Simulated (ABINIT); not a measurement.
Input and output of a self-consistent single point for Na (Im-3m, 1 atom in the cell) (ABINIT).

Method of the run: PBE, norm-conserving pseudopotentials (PseudoDojo nc-sr-05 PBE standard) (plane waves; ABINIT 10.0.3).

The change in words: lattice scaled by 0.98. Reference geometry:
```xyz
1
Lattice="-2.1300 2.1300 2.1300 2.1300 -2.1300 2.1300 2.1300 2.1300 -2.1300" Properties=species:S:1:pos:R:3 pbc="T T T"
Na     0.0000     0.0000     0.0000
```

Reference input (self-consistent single point, DFT, PBE, plane waves, norm-conserving pseudopotentials (PseudoDojo nc-sr-05 PBE standard)): pseudos = [Na.upf]; ecut = 1197 eV; ixc = 11; occopt = 3; tsmear = 0.00367493 Ha; ngkpt = 9 9 9; nshiftk = 1; shiftk = 0 0 0; potentials = PseudoDojo nc-sr-05 PBE standard; nband = 10; kptopt = 1; nstep = 60. This run's input differs from it in these lines:

```diff
@@ -3,3 +3,3 @@
 pseudos "Na.upf"
-acell 3.6892682201 3.6892682201 3.6892682201 Angstrom
+acell 3.6154828557 3.6154828557 3.6154828557 Angstrom
 rprim
```

Output, abridged:

```
--- !BeginCycle
solver: {iscf: 7, nstep: 60, nline: 4, wfoptalg: 0, }
tolerances: {toldfe: 1.00E-09, }
...

     iter   Etot(hartree)      deltaE(h)  residm     vres2
 ETOT  1  -45.698843116930    -4.570E+01 1.084E-01 1.582E+00
 ETOT  2  -45.714389941529    -1.555E-02 6.088E-04 6.975E-01
 ETOT  3  -45.714506250453    -1.163E-04 2.504E-04 6.023E-03
 ETOT  4  -45.714507753832    -1.503E-06 2.944E-05 4.453E-04
 ETOT  5  -45.714507797866    -4.403E-08 1.313E-05 6.587E-06
 ETOT  6  -45.714507798111    -2.449E-10 9.099E-06 3.996E-08
 ETOT  7  -45.714507798109     1.762E-12 5.872E-06 1.580E-09
 At SCF step    7, etot is converged :
  for the second time, diff in etot=  1.762E-12 < toldfe=  1.000E-09

 Cartesian components of stress tensor (hartree/bohr^3)
  sigma(1 1)= -4.69335329E-06  sigma(3 2)=  0.00000000E+00
  sigma(2 2)= -4.69335329E-06  sigma(3 1)=  0.00000000E+00
  sigma(3 3)= -4.69335329E-06  sigma(2 1)=  0.00000000E+00

 ----iterations are completed or convergence reached----

 reduced coordinates (array xred) for    1 atoms
       0.000000000000      0.000000000000      0.000000000000
 cartesian forces (eV/Angstrom) at end:
    1     -0.00000000000000    -0.00000000000000    -0.00000000000000
 frms,max,avg= 0.0000000E+00 0.0000000E+00   0.000E+00  0.000E+00  0.000E+00 e/A
 length scales=  6.832272435416  6.832272435416  6.832272435416 bohr
   [... lines left out ...]
 Fermi (or HOMO) energy (hartree) =   0.02697   Average Vxc (hartree)=  -0.23918
 Fermi (or HOMO) energy (eV) =   0.73402   Average Vxc (eV)=  -6.50849
   [... lines left out ...]
total_energy        : -4.57145077981091E+01
total_energy_eV     : -1.24395501966531E+03
band_energy         : -9.19768570717006E+00
...

-Cartesian components of stress tensor (GPa)         [Pressure=  1.3808E-01 GPa]
- sigma(1 1)= -1.38083198E-01  sigma(3 2)=  0.00000000E+00
- sigma(2 2)= -1.38083198E-01  sigma(3 1)=  0.00000000E+00
- sigma(3 3)= -1.38083198E-01  sigma(2 1)=  0.00000000E+00

 Calculation completed.
```

The run converged in 7 iterations. Against the reference run the free energy drops by 1.3 meV/atom and the pressure goes from -0.31 to 0.14 GPa.

The starting cell has typed, rounded lattice constants, without a prior relaxation at this level. For this run, on top of that: lattice scaled by 0.98.
